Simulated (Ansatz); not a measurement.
**LuAl3 in the Cu3Au type structure (space group Pm-3m, No. 221; a cell from a computed database, its experimental status unchecked)**

```
CELL_PARAMETERS angstrom
      4.14466     0.00000     0.00000
      0.00000     4.14466     0.00000
      0.00000     0.00000     4.14466
ATOMIC_POSITIONS crystal
  Lu 0.00000 0.00000 0.00000
  Al 0.00000 0.50000 0.50000
  Al 0.50000 0.00000 0.50000
  Al 0.50000 0.50000 0.00000
```

Calculations: PBEsol (Ansatz, a first-principles code; PAW; 420 eV plane waves; no spin-orbit coupling). Γ-centred 11×11×11 mesh, Fermi–Dirac width 0.05 eV.

| Item | Result |
|---|---|
| Volume per atom | 17.80 Å³ |
| Density | 5.97 g/cm³ |
| Band gap | zero |
| Total energy | -4046.716 eV/atom (σ→0; compares only within this code and set-up) |

No phonon test of stability was made.
